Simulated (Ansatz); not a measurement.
A user runs Ansatz (a first-principles code) on GePt (Pnma, 8 atoms in the cell) and asks whether the run is sound. The aim is a self-consistent single point with DFT, revPBE, plane waves, default PAW files made with PBE.

Input:

Ansatz 0.2 input:
```yaml
# GePt
crystal:
  lattice:
    - [5.757161, 0.000000, 0.000000]
    - [0.000000, 3.730776, 0.000000]
    - [0.000000, 0.000000, 6.112782]
  atoms:
    - { symbol: Ge, position: [0.813930, 0.750000, 0.588010] }
    - { symbol: Ge, position: [0.186070, 0.250000, 0.411990] }
    - { symbol: Ge, position: [0.686070, 0.250000, 0.088010] }
    - { symbol: Ge, position: [0.313930, 0.750000, 0.911990] }
    - { symbol: Pt, position: [0.001850, 0.750000, 0.192710] }
    - { symbol: Pt, position: [0.998150, 0.250000, 0.807290] }
    - { symbol: Pt, position: [0.498150, 0.250000, 0.692710] }
    - { symbol: Pt, position: [0.501850, 0.750000, 0.307290] }
kpoints:
  mp_grid: { grid: [5, 7, 5], shift: [0.5, 0.5, 0.5] }
hamiltonian:
  xc: revpbe
  pseudopotentials: { kind: paw }
scf:
  occupations: { method: cold, width: 0.02 Ry }
  max_iter: 40
  convergence: { dr2_threshold: 1.0e-22 eV }
output:
  forces: true
  eigenvalues: true
  stress: true
```

The program printed (abridged):

```
WARN basis.ecutwfc = 420 eV, the default
Pseudopotentials: kind: paw
Pseudopotential: Ge, paw, valence charge 14
Pseudopotential: Pt, paw, valence charge 18
Crystal: 8 atoms, lattice volume = 131.294 Å³
Basis set: ecut = 420 eV, 2575 PW (Γ), exchange–correlation on 80×50×90 points (8 copies of the dense FFT grid, shifted against one another)
Bands: 77, of which v1, the nominal top of the filled ones, is band 64 counted from 1 (63 counted from 0)
Symmetry: 8 space group operations
Space group: Pnma (ITA 62), of the structure as read, at distance tolerance 5.1e-5 Å
k-points: 36 of 175
PAW frozen core: Ge, regenerated for the run's functional, and the local potential with it
PAW frozen core: Pt, regenerated for the run's functional, and the local potential with it
Initial density: superposition of atomic densities (neutral atoms: chi_scale 0, normalization atom), corrected by the library's trained network
Initial wavefunctions: pseudopotential atomic-orbital guess
Eigensolver: davidson
Functional: x = revpbe(κ = 1.245, μ = 0.2195149727645171), c = pbe(β = 0.06672455060314922)
SCF iter   1: F=—  HF=-67331.059861 eV  |F-HF|=—  |Δ(HF+E_count)|=         —  Δρ=3.84e-3  dr2=1.46e-2  ethr=1.77e-3  ⟨swp⟩=5.0  Hψ=8628  notcnv=0
all-band conjugate gradients solve this SCF's bands
preconditioner: auto → Kerker (q_TF=auto, 2.717 Å⁻¹)
SCF iter   2: F=—  HF=-67331.062390 eV  |F-HF|=—  |Δ(HF+E_count)|=   2.53e-3  S|Δr|=    0.00e0  Δρ=1.89e-3  dr2=2.53e-3  ethr=1.14e-5  ⟨swp⟩=2.0  Hψ=3951  notcnv=0
   [... lines left out ...]
SCF iter  19: F=—  HF=-67331.063058 eV  |F-HF|=—  |Δ(HF+E_count)|=    0.00e0  S|Δr|=    0.00e0  Δρ=1.64e-12  dr2=4.43e-21  ethr=9.19e-19 (applied; sched 1.00e-12)  ⟨swp⟩=1.0  Hψ=2607  notcnv=0  defer=165
SCF iter  20: F=—  HF=-67331.063058 eV  |F-HF|=—  |Δ(HF+E_count)|=    0.00e0  S|Δr|=    0.00e0  Δρ=4.73e-13  dr2=4.55e-22  ethr=9.19e-19 (applied; sched 1.00e-12)  ⟨swp⟩=1.0  Hψ=2607  notcnv=0  defer=165
SCF iter  21: F=-67331.063058 eV  HF=-67331.063058 eV  |F-HF|=1.46e-11  |Δ(HF+E_count)|=  1.46e-11  S|Δr|=    0.00e0  Δρ=1.81e-13  dr2=6.14e-23  ethr=1.00e-12  ⟨swp⟩=5.3  Hψ=4884  notcnv=0
SCF 1 converged in 21 iterations: F = -67331.063058 eV  dr2 = 6.14e-23
Stability not checked (fill_not_monotonic)
Free energy (F): -67331.063058 eV
Internal energy: -67331.060303 eV  (E = F + TS)
E sigma→0 (E₀):  -67331.062140 eV
Entropy (-TS):   -0.002756 eV (-0.344 meV/atom)
Fermi energy:    17.672299 eV
--- Forces (eV/Å), atoms counted from 1 ---
  atom   1  Ge     0.08270577     0.00000000     0.04114539
  atom   2  Ge    -0.08270577    -0.00000000    -0.04114539
  atom   3  Ge    -0.08270577    -0.00000000     0.04114539
   [... lines left out ...]
  atom   8  Pt    -0.10571486    -0.00000000     0.07436232
--- Stress (GPa, compression-positive) ---
        7.250591       0.000000      -0.000000
        0.000000       6.150608       0.000000
       -0.000000       0.000000       7.200017
  P = ⅓ Tr σ = 6.8671 GPa (68.671 kbar)
  The stress holds the Pulay correction. Without it, at fixed plane waves, as pw.x and ABINIT print it: P = 6.8026 GPa
```

**Question.** Is anything amiss in this input, and did it matter?

**Answer.** The results can be used. The input holds a threshold far tighter than needed, beside a limit on iterations, which can do harm: each further decade of the residual costs iterations, and near the noise of double precision and of the grids the loop may never get there. Here it did none. The run converged in 21 iterations, and against the sound input the free energy hardly moves (within 1 meV/atom), the pressure stays at 6.87 GPa and the largest force stays at 0.129 eV/Å. It cost iterations: the sound input took 7.

The sound input it was made from differs as follows (other fixes are possible):
```diff
-  max_iter: 40
-  convergence: { dr2_threshold: 1.0e-22 eV }
```

With that input, the run converged in 7 iterations: free energy E − TS (on the zero of these files) -67331.0631 eV; Fermi level (on the code's own zero) 17.67 eV; pressure 6.87 GPa; largest force (vector length) 0.129 eV/Å (DFT, revPBE, plane waves, default PAW files made with PBE).

On the sound input: the starting cell comes from a database of computed structures (which also holds hypothetical and non-ambient phases and stackings), without a prior relaxation at this level. Its lattice was rescaled by a random factor within 2.5 % of one. Spin-orbit coupling is off. Spin polarisation is off. With a pressure of about 7 GPa the cell is away from its equilibrium volume at this level. Ansatz's pressure includes its estimate of the finite-basis (Pulay) stress.
